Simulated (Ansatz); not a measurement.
Be₃N₂ (R3m, No. 160, 5 atoms in the cell; start mp-1070456; another space group than a measured phase of this formula) was calculated with r²SCAN0 (plane waves, PAW; Ansatz, an electronic-structure program).

Run with plane-wave cutoff 520 eV, 10×10×10 k mesh, Fermi–Dirac smearing 0.01 eV, scalar-relativistic PAW data made under PBE.

The cell is the one relaxed with PBEsol. Conventional cell: a = 2.8351 Å, b = 2.8351 Å, c = 14.5583 Å, α = 90.00°, β = 90.00°, γ = 120.00°.

```
CELL_PARAMETERS angstrom
      1.41757     0.81843     4.85276
     -1.41757     0.81843     4.85276
      0.00000    -1.63687     4.85276
ATOMIC_POSITIONS crystal
  Be 0.14107 0.14107 0.14107
  Be 0.68236 0.68236 0.68236
  Be 0.91111 0.91111 0.91111
  N  0.79582 0.79582 0.79582
  N  0.29155 0.29155 0.29155
```

Task: List the 10 lowest band energies at Γ above −25 eV (eV, relative to the valence band maximum), grouping those that round alike.

Result: At Γ: -18.64, -16.28, -8.34, -1.25 (×2), -0.43, 0.00 (×2), 8.80, 10.72.

Note: the run warned that its exchange threshold was loose for the stress; cell and atoms aren't relaxed at this level (largest force component 0.03 eV/Å, pressure -3.0 GPa).

A start named mp-… is a Materials Project structure, which need not be a measured phase.
